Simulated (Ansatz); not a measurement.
Ansatz (a first-principles code) run on the (100) slab of ScB2 (cut from a parent of space group no. 191; 9 atoms in the cell): self-consistent single point.

Level of theory: PBEsol, default PAW files made with PBE (plane waves; Ansatz).

The change in words: vacuum of 5 angstrom (first run: 14 Å). Reference geometry:
```xyz
9
Lattice="3.1297 0.0000 0.0000 0.0000 3.5177 0.0000 0.0000 0.0000 21.2277" Properties=species:S:1:pos:R:3 pbc="T T T"
Sc     0.7824     0.0000     7.9034
B      2.3473     1.7589     7.0000
B      2.3473     1.7589     8.8069
Sc     2.3473     0.0000    10.6138
B      0.7824     1.7589     9.7104
B      0.7824     1.7589    11.5173
Sc     0.7824     0.0000    13.3242
B      2.3473     1.7589    12.4208
B      2.3473     1.7589    14.2277
```

Reference input (self-consistent single point, DFT, PBEsol, plane waves, default PAW files made with PBE): basis.ecutwfc = 420 eV; kpoints.mp_grid.grid = 10 9 1; hamiltonian.xc = pbesol; hamiltonian.pseudopotentials = {kind: paw} (the program's default PAW files); scf.occupations.method = gaussian; scf.occupations.width = 0.1 eV. This run's input differs from it in these lines:

Ansatz 0.2 input:
```diff
@@ -4,13 +4,13 @@
     - [0.000000, 3.517723, 0.000000]
-    - [0.000000, 0.000000, 21.227709]
+    - [0.000000, 0.000000, 12.227695]
   atoms:
-    - { symbol: Sc, position: [0.250000, 0.000000, 0.372315] }
-    - { symbol: B, position: [0.750000, 0.500000, 0.329758] }
-    - { symbol: B, position: [0.750000, 0.500000, 0.414878] }
-    - { symbol: Sc, position: [0.750000, 0.000000, 0.499998] }
-    - { symbol: B, position: [0.250000, 0.500000, 0.457440] }
-    - { symbol: B, position: [0.250000, 0.500000, 0.542560] }
-    - { symbol: Sc, position: [0.250000, 0.000000, 0.627680] }
-    - { symbol: B, position: [0.750000, 0.500000, 0.585122] }
-    - { symbol: B, position: [0.750000, 0.500000, 0.670242] }
+    - { symbol: Sc, position: [0.250000, 0.000000, 0.278334] }
+    - { symbol: B, position: [0.750000, 0.500000, 0.204454] }
+    - { symbol: B, position: [0.750000, 0.500000, 0.352225] }
+    - { symbol: Sc, position: [0.750000, 0.000000, 0.499997] }
+    - { symbol: B, position: [0.250000, 0.500000, 0.426114] }
+    - { symbol: B, position: [0.250000, 0.500000, 0.573886] }
+    - { symbol: Sc, position: [0.250000, 0.000000, 0.721657] }
+    - { symbol: B, position: [0.750000, 0.500000, 0.647775] }
+    - { symbol: B, position: [0.750000, 0.500000, 0.795546] }
 basis:
```

The program printed (abridged):

```
SCF iter   1: F=—  HF=-7251.562101 eV  |F-HF|=—  |Δ(HF+E_count)|=         —  Δρ=6.22e-3  dr2=2.02e-1  ethr=1.77e-3  ⟨swp⟩=5.6  Hψ=4496  notcnv=0  defer=9
all-band conjugate gradients solve this SCF's bands
preconditioner: auto → LDOS
SCF iter   2: F=—  HF=-7251.542231 eV  |F-HF|=—  |Δ(HF+E_count)|=   1.99e-2  Δρ=1.89e-3  dr2=1.56e-2  ethr=3.96e-4  ⟨swp⟩=2.0  Hψ=1603  notcnv=0  defer=102
   [... lines left out ...]
SCF iter   4: F=—  HF=-7251.541971 eV  |F-HF|=—  |Δ(HF+E_count)|=   2.96e-5  Δρ=1.18e-4  dr2=5.07e-5  ethr=1.01e-6  ⟨swp⟩=2.3  Hψ=1491  notcnv=0  defer=102
SCF iter   5: F=—  HF=-7251.541935 eV  |F-HF|=—  |Δ(HF+E_count)|=   3.51e-5  Δρ=2.94e-5  dr2=2.01e-6  ethr=9.93e-8  ⟨swp⟩=2.1  Hψ=1301  notcnv=0  defer=102
SCF iter   6: F=—  HF=-7251.541935 eV  |F-HF|=—  |Δ(HF+E_count)|=   3.47e-8  Δρ=7.49e-6  dr2=1.45e-7  ethr=3.95e-9  ⟨swp⟩=2.6  Hψ=1711  notcnv=0  defer=102
SCF iter   7: F=-7251.541935 eV  HF=-7251.541935 eV  |F-HF|=1.22e-8  |Δ(HF+E_count)|=   1.39e-8  Δρ=2.40e-6  dr2=1.64e-8  ethr=1.96e-10  ⟨swp⟩=12.3  Hψ=4851  notcnv=0
SCF 1 converged in 7 iterations: F = -7251.541935 eV  dr2 = 1.64e-8
Free energy (F): -7251.541935 eV
Internal energy: -7251.528382 eV  (E = F + TS)
E sigma→0 (E₀):  -7251.535159 eV
Entropy (-TS):   -0.013553 eV (-1.506 meV/atom)
Fermi energy:    6.283357 eV
--- Forces (eV/Å), atoms counted from 1 ---
  atom   1  Sc     0.00000000     0.00000000    -1.69831126
  atom   2  B      0.00000000     0.00000000     1.87405919
  atom   3  B      0.00000000     0.00000000    -0.21119326
  atom   4  Sc     0.00000000     0.00000000     0.00000000
  atom   5  B      0.00000000     0.00000000    -0.06642917
  atom   6  B      0.00000000     0.00000000     0.06642917
  atom   7  Sc     0.00000000     0.00000000     1.69831126
  atom   8  B      0.00000000     0.00000000     0.21119326
  atom   9  B      0.00000000     0.00000000    -1.87405919
--- Stress (GPa, compression-positive) ---
       -5.450409       0.000000       0.000000
        0.000000      -5.892015       0.000000
        0.000000       0.000000      -3.826051
  P = ⅓ Tr σ = -5.0562 GPa (-50.562 kbar)
  The stress holds the Pulay correction. Without it, at fixed plane waves, as pw.x and ABINIT print it: P = -5.1563 GPa
```

The run converged in 7 iterations. Against the reference run the free energy goes up by 1.5 meV/atom and the largest force hardly changes (1.867 to 1.874 eV/Å).

The starting cell comes from a database of computed structures (which also holds hypothetical and non-ambient phases and stackings), without a prior relaxation at this level. The slab is cut from that crystal, and its faces are unrelaxed. Its lattice was rescaled by up to half a per cent. Spin polarisation is off, though cut faces can carry moments; the slab shows no gap. Forces in this geometry exceed 1 eV/Å.
